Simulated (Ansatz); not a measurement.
The structure below was relaxed with r2SCAN, PAW, 500 eV (Ansatz, a quantum-chemistry and plane-wave program; no spin-orbit coupling), earlier PAW set, at pressure 30 GPa.

Space group P6₃mc (No. 186); a = 3.000 Å, b = 3.000 Å, c = 4.756 Å, α = 90.00°, β = 90.00°, γ = 120.00°

```
atom  site  symmetry       x       y       z
----  ----  --------  ------  ------  ------
Al      2b       3m.  0.6667  0.3333  0.4950
N       2b       3m.  0.3333  0.6667  0.3798
```

Question: Write out a cell with all atoms.

Answer: 
```
AlN
1.0
    3.00032     0.00000     0.00000
   -1.50016     2.59835     0.00000
    0.00000     0.00000     4.75630
Al N
2 2
Direct
  0.33333   0.66667   0.99498
  0.66667   0.33333   0.49498
  0.33333   0.66667   0.37982
  0.66667   0.33333   0.87982
```
This is the conventional cell.

Load acts through the strain it causes; cell and atoms are relaxed under it. No phonon test of stability was made. Measured, AlN leaves this structure (for rock salt) near 14 GPa (temperature not stated; as listed in Datta, Sujoy, Jana, Debnarayan, arXiv (2020)), on rising pressure, with hysteresis. The cell was made from AlN in the wurtzite structure (space group P6_3mc, No. 186) by this change: pressure 30 GPa.
